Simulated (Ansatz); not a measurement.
## Ag, response to strain

Start from Ag in the fcc (Cu type) structure (space group Fm-3m, No. 225; a = 4.104 Å; relaxed with 0.1 eV smearing). Axes: x, y, z lie along the cube axes.

Strains are applied to the cell and any free atomic positions relax; under biaxial strain the out-of-plane vector relaxes too; under stress the whole cell relaxes.

All numbers come from r2SCAN (Ansatz, an electronic-structure program; PAW; 500 eV plane waves; without spin-orbit coupling).

Notes on the quantities. energy relative to the base: free energy F; pressure: mean of the normal stresses, compression positive.

```tsv
variant	energy relative to the base	pressure	volume per atom
base	0 meV/atom	0.0 GPa	17.28 Å³
biaxial strain −1.12 %, plane normal [001], relaxed out of plane	+1.2 meV/atom	0.7 GPa	17.18 Å³
biaxial strain +4.88 %, plane normal [001], relaxed out of plane	+13 meV/atom	-1.3 GPa	17.57 Å³
isotropic strain −0.55 %	___	___	17.00 Å³
uniaxial strain ε_xx = −1.43 %	+1.4 meV/atom	1.6 GPa	17.04 Å³
uniaxial strain ε_xx = +3.05 %	+5.8 meV/atom	-2.8 GPa	17.81 Å³
uniaxial strain ε_yy = −0.41 %	+0.1 meV/atom	0.4 GPa	17.21 Å³
uniaxial strain ε_zz = −1.55 %	+1.7 meV/atom	1.7 GPa	17.02 Å³
uniaxial stress, 2 GPa tension along x	+3.8 meV/atom	–	17.42 Å³
uniaxial stress, 3 GPa tension along x	+8.3 meV/atom	–	17.50 Å³
```

Question: What belongs in the blanks?

Answer: 
- isotropic strain −0.55 %, energy relative to the base: +1.6 meV/atom
- isotropic strain −0.55 %, pressure: 1.8 GPa

Beyond what the load breaks, stability against distortions was not tested.
